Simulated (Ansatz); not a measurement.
Start from Ti₃Al (space group P6_3/mmc, No. 194; a = 5.747 Å, c = 4.632 Å). Axes: x lies along a and z along c of the hexagonal cell.

Level of theory: Kohn–Sham DFT with the r2SCAN functional, run in Ansatz (an electronic-structure program) with PAW and 500 eV plane waves, no spin-orbit coupling, earlier PAW set.

Now apply this change: uniaxial strain ε_xx = −2.67 %, all other strain components held at zero; the atoms relax in the strained cell.

Question: Estimate the effect on the energy relative to the base and largest internal atomic displacement.

Answer: The energy goes up by 7.8 meV/atom; the largest internal atomic displacement comes out as 0.037 Å.

Whether these cells are dynamically stable was not tested. All final runs are without spin polarisation.
